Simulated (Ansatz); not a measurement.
# Hypothetical cubic perovskite RbGeF3: element substitutions

The parent structure is RbGeF3 in the cubic perovskite structure (space group Pm-3m, No. 221; a hypothetical phase, not in the database extracts checked).

```yaml
crystal:
  lattice:
    - [4.49084, 0.00000, 0.00000]
    - [0.00000, 4.49084, 0.00000]
    - [0.00000, 0.00000, 4.49084]
  atoms:
    - { symbol: Rb, position: [0.00000, 0.00000, 0.00000] }
    - { symbol: Ge, position: [0.50000, 0.50000, 0.50000] }
    - { symbol: F, position: [0.00000, 0.50000, 0.50000] }
    - { symbol: F, position: [0.50000, 0.50000, 0.00000] }
    - { symbol: F, position: [0.50000, 0.00000, 0.50000] }
```

Each row replaces one element on all its sites; cell and atoms are relaxed.

Calculations: Ansatz (an electronic-structure program) PBE, no SOC.

Before the change:

The band gap comes out as 2.02 eV.

The aim is a band gap between 1.54 eV and 1.64 eV. Which of these changes reaches it?
A) Ge → Si
B) Rb → Cs
C) Rb → Na

C, Rb → Na. It gives 1.57 eV; Rb → Cs gives 2.05 eV; Ge → Si gives 0.95 eV. Changes not listed may reach it too

No phonon test of stability was made. As relaxed here, CsGeF3, NaGeF3 and RbSiF3 are hypothetical phases, not in the database extracts checked. Many cubic perovskites are stable only at high temperature; tilts and polar distortions were not tested.
